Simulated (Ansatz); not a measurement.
Consider the following.

Host crystal: zinc-blende InP, with a band gap (PBE, scalar-relativistic without spin-orbit coupling).

End structure of H2O on the 1x1 (110) surface of zinc-blende InP (cut with top plane In + P), one in a 2x1 cell, started at the site 'bridge In-P (span 5.2 Å)':

```
CELL_PARAMETERS angstrom
      8.42871     0.00000     0.00000
      0.00000     5.96000     0.00000
      0.00000     0.00000    27.50000
ATOMIC_POSITIONS crystal
  In 0.25000 0.55028 0.36260
  In 0.75000 0.55028 0.36260
  P  0.00000 0.76054 0.33871
  P  0.50000 0.76054 0.33871
  In 0.00000 0.97719 0.42064
  In 0.50000 0.97719 0.42064
  P  0.25000 0.22817 0.42353
  P  0.75000 0.22817 0.42353
  In 0.24936 0.48435 0.49957
  In 0.74937 0.47792 0.50073
  P  0.99794 0.73489 0.49986
  P  0.50081 0.73493 0.49988
  In 0.00065 0.97482 0.57900
  In 0.49746 0.97481 0.57904
  P  0.24907 0.22745 0.57444
  P  0.74906 0.22949 0.57837
  In 0.24875 0.51616 0.64291
  In 0.74878 0.55619 0.63929
  P  0.00423 0.75871 0.66119
  P  0.49338 0.75856 0.66124
  O  0.24832 0.21102 0.70206
  H  0.34021 0.11099 0.69736
  H  0.15732 0.10976 0.69692
```

Model: 23-atom slab, 8.9 Å thick at the start under the adsorbate (thin: gaps and levels are the slab's own), 2x3x1 mesh, Fermi-Dirac 0.01 eV, dipole correction, single point; no symmetry held, on the structure that PBE left; no spin, no spin-orbit, no U, no dispersion correction. At the end it is bonded to In. In PBE it is, or lies within 0.03 eV of, the lowest of the starts that converged; the order may differ at this level.

A negative adsorption energy means that the adsorbate is more stable on the surface than in its reference.

### Question
Predict the change of the step from the bottom to the top vacuum level, against the clean slab from HSE06, at the PBE geometry (Ansatz, a quantum-chemistry and plane-wave program).

### Answer
-0.097 eV

### Question
What is the computed adsorption energy against H2O(g) at the same level (HSE06, at the PBE geometry)?

### Answer
-0.71 eV
